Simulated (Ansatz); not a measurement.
V_Al in zinc-blende AlP (start: the Al site; 64-site cell, 2×2×2 shifted sampling), charge −3. All values below come from PBE, PAW (plane waves to 420 eV; Ansatz, a program for electronic structure).

```
Property                                          Value
---------------------------------------  --------------
total energy of the defect cell          -40864.2858 eV
total energy of the perfect cell         -41422.1902 eV
μ(Al) in fcc Al, atoms added −1            -537.5045 eV
Δμ(Al), Al-rich                                0.000 eV
valence-band maximum on the cell's zero        4.794 eV
image correction with alignment                1.926 eV
Fermi level above the maximum                   0.30 eV
```

Question: Work out the formation energy.

Answer: E_f = E(defect) − E(perfect) − Σ n μ + q (E_VBM + E_F) + E_corr = 557.904 − (537.505) + (-15.281) + (1.926) = 7.05 eV.
